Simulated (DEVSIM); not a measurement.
System: illuminated Si p-on-n cell, one wavelength, with a back-surface field, at 300 K.

Layer 1 from the left is Si, thickness (μm) 0.130, Na (cm⁻³) 2e18, τn (s) 3e-8, τp (s) 5.1e-8, absorption coefficient (cm⁻¹) 250. Layer 2 from the left is Si, thickness (μm) 160, Nd (cm⁻³) 1.6e15, τn (s) 3.4e-7, τp (s) 3.4e-7, absorption coefficient (cm⁻¹) 250. Layer 3 from the left is Si, thickness (μm) 1.80, Nd (cm⁻³) 4.3e18, τn (s) 3.4e-7, τp (s) 3.4e-7, absorption coefficient (cm⁻¹) 250.

Left contact: ohmic, minority electron recombination velocity 8e5 cm/s. Right contact: ohmic, minority hole recombination velocity 3000 cm/s. Voltage is applied to the left contact. Recombination: SRH at mid-gap, radiative, Auger. Light enters at the left, 1.5e17 photons cm⁻² s⁻¹, one pass, no reflection. Mobility is constant in doping.

The device is made up for the run: typed textbook-type constants, with dimensions and the other settings drawn at random. Values at 300 K.

Si: gap (eV) 1.124, affinity (eV) 4.05, permittivity 11.7, Nc (cm⁻³) 2.86e19, Nv (cm⁻³) 3.1e19, μn (cm²/Vs) 1417, μp (cm²/Vs) 470, B (cm³/s) 4.7e-15, Cn (cm⁶/s) 2.8e-31, Cp (cm⁶/s) 9.9e-32.

Model (solved in DEVSIM): 1D drift-diffusion, Boltzmann statistics, complete ionisation; no tunnelling, impact ionisation, image-force lowering or self-heating.

Dark forward current:

```
|V| (V)  |J| (A/cm²)
-------  -----------
0.05        3.431e-8
0.10        1.249e-7
0.15        3.886e-7
0.20        1.223e-6
0.25        4.220e-6
0.30        1.708e-5
0.35        8.336e-5
0.40       0.0004750
0.45        0.002969
0.50         0.01898
0.55          0.1077
0.60          0.4157
0.65           1.031
0.70           1.936
0.75           3.116
0.80           4.590
0.85           6.419
0.90           8.735
0.95           11.80
1.00           16.06
1.05           22.25
1.10           31.36
1.15           44.68
1.20           63.68
1.25           90.01
1.30           125.5
```

Question: Work out the local ideality factor n = ΔV / (kT/q · ln(J2/J1)) between the rows 0.15 and 0.20 V, 0.45 and 0.50 V, 1.25 and 1.30 V.

Answer: kT/q = 25.85 mV. From 0.15 to 0.20 V: ln(1.223e-6/3.886e-7) = 1.147, n = 1.69. From 0.45 to 0.50 V: ln(0.01898/0.002969) = 1.855, n = 1.04, near the 1 of diffusion or emission over a barrier. From 1.25 to 1.30 V: ln(125.5/90.01) = 0.332, n = 5.82.

Question: What current could the absorbed light give at most, and what share is collected?

Answer: Σ αd = 4.05, so qΦ(1 − exp(−Σ αd)) = 23.6 mA/cm². The simulated short-circuit current is 8.448 mA/cm², a share of 0.36.

Question: Estimate the open-circuit voltage by superposition: the voltage at which the dark current equals that short-circuit current.

Answer: Interpolating ln J in the table gives 0.478 V. The simulation gives 0.477 V, the same within the digits that matter. Superposition holds where collection doesn't change with voltage.

Question: Estimate the fill factor from FF0 = (v − ln(v + 0.72))/(v + 1), v = qVoc/(nkT), with n from the dark curve.

Answer: The rows about Voc, 0.45 and 0.50 V, give n = 1.04, so v = 17.7 and FF0 = 0.791. The simulation gives 0.779; the estimate lies 1.5 % above.
